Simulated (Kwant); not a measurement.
System: In0.53Ga0.47As/In0.52Al0.48As stack with 3 barriers. One parabolic valley. Leads of mass 0.041 mₑ with the band edge at 0; grid 0.1 nm; bias swept from 0.0208 to 0.43967 V, dropping linearly over the stack. Emitter Fermi level 0.029 eV, 77 K, equal in the collector.

```
layer  thickness (nm)  band offset (eV)  mass (mₑ)
-----  --------------  ----------------  ---------
1                 1.9              0.52      0.075
2                 4.3                 0      0.041
3                 1.9              0.52      0.075
4                 4.3                 0      0.041
5                 1.9              0.52      0.075
```

The device is made up for the run: typed textbook-type constants, with dimensions and the other settings drawn at random.

Model: one-band effective-mass tight-binding model in one dimension, coherent, no space charge, current by the Tsu-Esaki formula (Kwant).

Sweep values stay those of the base run.

The Fermi level in the emitter was swept, all else fixed.

```
Fermi level in the emitter (eV)  first peak current (A/cm²)  J (A/cm²) at bias = 0.4397 V  peak-to-valley ratio  J (A/cm²) at bias = 0.3350 V
-------------------------------  --------------------------  ----------------------------  --------------------  ----------------------------
0.015                                                   708                          7230                    10                           175
0.022                                                  1450                         15700                    11                           422
0.029                                            (withheld)                    (withheld)                    10                    (withheld)
0.044                                                  5920                         68400                   7.0                          6070
```

Q: Some entries are withheld; supply them.

A: 
- 0.029, first peak current (A/cm²): 2560
- 0.029, J (A/cm²) at bias = 0.4397 V: 29100
- 0.029, J (A/cm²) at bias = 0.3350 V: 1000
